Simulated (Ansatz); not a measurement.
Reference: GaS (P6_3/mmc), PBEsol+D3BJ, rigid bands (plane waves, PAW, scalar-relativistic; Ansatz, a first-principles code); axes and stresses refer to this cell.

```xyz
8
Lattice="3.5344 0.0000 0.0000 -1.7672 3.0609 0.0000 0.0000 0.0000 15.0417" Properties=species:S:1:pos:R:3 pbc="T T T"
Ga     0.0000     2.0406     4.9701
Ga     1.7672     1.0203    10.0716
Ga     1.7672     1.0203    12.4910
Ga     0.0000     2.0406     2.5507
S      0.0000     2.0406    13.5828
S      1.7672     1.0203     1.4589
S      1.7672     1.0203     6.0619
S      0.0000     2.0406     8.9798
```

* **Seebeck coefficient, n-type 1e19 cm⁻³**: -361 μV/K
* **hole mass along z**: 0.164 mₑ
* **band gap**: 1.29 eV

**Question.** Change: hydrostatic pressure 10 GPa. What happens to Seebeck coefficient, n-type 1e19 cm⁻³, hole mass along z, band gap?

**Answer.** Seebeck coefficient, n-type 1e19 cm⁻³ drops in size to -232 μV/K; hole mass along z drops to 0.151 mₑ; band gap shrinks to 0.46 eV.

**Question.** Change: hydrostatic pressure 2 GPa. What happens to Seebeck coefficient, n-type 1e19 cm⁻³, hole mass along z, band gap?

**Answer.** Seebeck coefficient, n-type 1e19 cm⁻³ moves little, to -352 μV/K; hole mass along z decreases to 0.153 mₑ; band gap drops to 1.09 eV.

Masses are for dilute carriers at 300 K, harmonic means over directions unless an axis is named. Seebeck coefficients are for the stated density at 300 K, with one relaxation time for all states and whether or not that doping can be reached. Spin-orbit coupling is left out unless a row names it. Stresses and pressures are the targets of the relaxation.  The structure type is held under load, also where the real crystal would transform.

Formula and space group known from diffraction (Crystallography Open Database), not checked to be the room-temperature form: GaS (P6_3/mmc). PBEsol with a dispersion correction tends to overbind, so the cell can be several per cent short, in bad cases over ten, which usually narrows a gap: GaS (P6_3/mmc).
